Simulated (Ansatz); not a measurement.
Input:

```yaml
crystal:
  lattice:
    - [0.00000, 2.91545, 2.91545]
    - [2.91545, 0.00000, 2.91545]
    - [2.91545, 2.91545, 0.00000]
  atoms:
    - { symbol: Sr, position: [0.00000, 0.00000, 0.00000] }
```

No spin polarisation.

Level of theory: r2SCAN/PAW in Ansatz (a first-principles code), no spin-orbit coupling. k-mesh 13×13×13 (Γ-centred); smearing 0.05 eV (Fermi–Dirac).

### Question
Estimate the pressure.

### Answer
1.9 GPa.

### Question
Estimate the band gap.

### Answer
Zero.

### Question
Estimate the space group.

### Answer
Fm-3m (No. 225).

The cells carry an imposed strain or load. Stability against distortions was not tested. The cell was made from Sr in the fcc (Cu type) structure (space group Fm-3m, No. 225) by this change: isotropic strain −4.41 %.
